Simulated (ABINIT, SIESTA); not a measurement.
An ABINIT input for a self-consistent single point of KF (Fm-3m, 2 atoms in the cell) (DFT, PBE, plane waves, norm-conserving pseudopotentials (PseudoDojo nc-sr-05 PBE standard)):

```
# KF, PseudoDojo nc-sr-05 PBE standard
pp_dirpath "./"
pseudos "K.upf, F.upf"
acell 3*1.0 Angstrom
rprim
        -0.0000000000    2.5719320000    2.5719320000
         2.5719320000   -0.0000000000    2.5719320000
         2.5719320000    2.5719320000   -0.0000000000
natom 2
ntypat 2
znucl 19 9
typat 1 2
xcart
         0.0000000000    0.0000000000    0.0000000000
         4.8602470912    4.8602470912    4.8602470912
ecut 42
occopt 1
nband 12
kptopt 1
ngkpt 6 6 6
nshiftk 1
shiftk 0 0 0
nstep 50
toldfe 1.0e-09
diemac 4
prtwf 0
prtden 0
enunit 1
```

Q: Translate this input to SIESTA.

A: This is the input that was run; spellings and numerical settings could be chosen otherwise.

```
# files in the folder: K.psml F.psml (PseudoDojo PBE standard)
SystemName  KF
SystemLabel kf

NumberOfAtoms                2
NumberOfSpecies              2
%block ChemicalSpeciesLabel
  1 19 K
  2 9 F
%endblock ChemicalSpeciesLabel
LatticeConstant              1.0 Bohr
%block LatticeVectors
     0.000000000    4.860247091    4.860247091
     4.860247091    0.000000000    4.860247091
     4.860247091    4.860247091    0.000000000
%endblock LatticeVectors
AtomicCoordinatesFormat      Ang
%block AtomicCoordinatesAndAtomicSpecies
     0.000000000    0.000000000    0.000000000  1
     2.571932000    2.571932000    2.571932000  2
%endblock AtomicCoordinatesAndAtomicSpecies

XC.functional                GGA
XC.authors                   PBE
PAO.BasisSize                DZP
PAO.EnergyShift              0.005 Ry
MeshCutoff                   300 Ry
%block kgrid.MonkhorstPack
    6   0   0  0.0
    0   6   0  0.0
    0   0   6  0.0
%endblock kgrid.MonkhorstPack
OccupationFunction           FD
ElectronicTemperature        10 K

MaxSCFIterations             150
SCF.Mixer.Method             Broyden
SCF.Mixer.Weight             0.25
SCF.Mixer.History            8
SCF.DM.Tolerance             1.0E-05
Diag.ParallelOverK           true
WriteForces                  true
Charge.Mulliken              end
```

Basis, cutoffs, solver keys and any potentials are the target program's own. This input uses DFT, GGA PBE, numerical atomic orbitals DZP, PseudoDojo PBE standard norm-conserving potentials (rewritten from UPF to PSML). Both were run: pressure 6.53 GPa in ABINIT and 7.30 in SIESTA; gap on the mesh 6.846 eV in ABINIT and 6.414 in SIESTA.

On SIESTA: the starting cell comes from a database of computed structures (which also holds hypothetical and non-ambient phases and stackings), without a prior relaxation at this level. Its lattice was rescaled by a random factor within 2.5 % of one. For this run, on top of that: lattice scaled by 0.98. Values carry the incompleteness of an atom-centred basis. The basis of the alkali or alkaline-earth atoms may lack their empty d shell, which can raise the gap. With a pressure of about 7 GPa the cell is away from its equilibrium volume at this level.

On ABINIT: the starting cell comes from a database of computed structures (which also holds hypothetical and non-ambient phases and stackings), without a prior relaxation at this level. Its lattice was rescaled by a random factor within 2.5 % of one. For this run, on top of that: lattice scaled by 0.98. With a pressure of about 7 GPa the cell is away from its equilibrium volume at this level.
